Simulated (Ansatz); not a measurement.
Element substitutions in SnO2

Consider SnO2 in the rutile structure (space group P4_2/mnm, No. 136; a = 4.769 Å, c = 3.212 Å).

Each row replaces one element on all its sites; cell and atoms are relaxed.

Levels (all Ansatz, a program for electronic structure, PAW): PBEsol (420 eV, spin-orbit coupling left out); r2SCAN (500 eV, without spin-orbit coupling).

Band gaps by level, all at the geometries relaxed with PBEsol:

| case | PBEsol | r2SCAN |
|---|---|---|
| base | 0.92 eV | 1.68 eV |
| O → Se | zero | zero |
| Sn → Ti | 1.87 eV | 2.24 eV |

Single points use the geometry relaxed with PBEsol. Stability against distortions was not tested. As relaxed here, SnSe2 is a hypothetical phase, not in the database extracts checked. All final runs are without spin polarisation. The zero or small gap of SnSe2 can change with the level of theory.
